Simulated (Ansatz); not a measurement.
**Hypothetical P6_3mc GeSe, pressure series**

Consider GeSe (space group P6_3mc, No. 186; a = 4.7112 Å, c = 5.6929 Å; a hypothetical phase, not in the database extracts checked).

Cell and atoms are relaxed at each pressure.

Computed with Kohn–Sham DFT with the PBEsol functional, run in Ansatz (a first-principles code) with PAW and 420 eV plane waves, no spin-orbit coupling.

```csv
pressure (GPa),volume per atom (Å³/atom)
-2,28.996
-1,28.075
0,27.357
0.9,26.708
2.1,?
4.5,24.862
```

Fit the third-order Birch–Murnaghan form P(V) = (3B₀/2)[(V₀/V)^(7/3) − (V₀/V)^(5/3)]·[1 + (3/4)(B₀′ − 4)((V₀/V)^(2/3) − 1)] (squares taken in P) to the rows shown and predict the withheld row.

Least squares on the printed values gives V₀ = 27.326 Å³/atom, B₀ = 38.5 GPa, B₀′ = 4.5; this predicts 26.022 Å³/atom, and the run gives 26.016 Å³/atom, 0.006 lower.

A case with no gap was solved on a k-mesh chosen for an insulator, which is coarse for it. Load acts through the strain it causes; cell and atoms are relaxed under it. No phonon test of stability was made. All final runs are without spin polarisation.
